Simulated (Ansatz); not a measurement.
System: CsCl-type DyRh. Method: r²SCAN+rVV10 (Ansatz, an electronic-structure program, PAW).

Numerical settings: plane-wave cutoff 560 eV, 16×16×16 k mesh, Fermi–Dirac smearing 0.05 eV, spin-polarised with parallel moments, scalar-relativistic PAW data made under PBE.

Computed at the level's own relaxed cell.

Q: Estimate the lattice constant a that the calculation returns.

A: 
- lattice constant a: 3.396 Å

Note: the magnetic order was assumed, not searched for or taken from measurement; the 4f shell is treated without U or exact exchange, so its levels and filling can be wrong.

Spin–orbit coupling is not included.

The computed numbers hold no vibrational or temperature effects.
